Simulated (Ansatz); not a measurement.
# Mo2Si (model structure, started from the Fe2P type, P-62m, No. 189, 9 atoms in the cell)

Level of theory: PBE-D3(BJ) in Ansatz (plane waves, PAW).

Numerical settings: plane-wave cutoff 500 eV, 12×12×10 k mesh (along the axes of the cell as run), Fermi–Dirac smearing 0.05 eV, no spin polarisation, scalar-relativistic PAW data made under PBE.

Cell (relaxed at this level):

```yaml
crystal:
  lattice:
    - [6.87784, 0.00000, 0.00000]
    - [-3.43892, 5.95639, 0.00000]
    - [0.00000, 0.00000, 3.13845]
  atoms:
    - { symbol: Mo, position: [0.26798, 0.00000, 0.00000] }
    - { symbol: Mo, position: [0.00000, 0.26798, 0.00000] }
    - { symbol: Mo, position: [0.73202, 0.73202, 0.00000] }
    - { symbol: Mo, position: [0.60477, 0.00000, 0.50000] }
    - { symbol: Mo, position: [0.00000, 0.60477, 0.50000] }
    - { symbol: Mo, position: [0.39523, 0.39523, 0.50000] }
    - { symbol: Si, position: [0.00000, 0.00000, 0.50000] }
    - { symbol: Si, position: [0.33333, 0.66667, 0.00000] }
    - { symbol: Si, position: [0.66667, 0.33333, 0.00000] }
```

For Mo2Si (model structure, started from the Fe2P type, P-62m, No. 189, 9 atoms in the cell), the band gap comes out as zero (no gap).

Note: the relaxation could raise the start's symmetry but not lower it, so the cell can be a saddle point.

Spin–orbit coupling is not included.

Static lattice: no zero-point or thermal effects.

A model structure was made by putting elements into a prototype or built by hand; it is no filed structure, need not be a known phase, and can be a saddle point held by its symmetry.

Ansatz is a program for electronic structure.
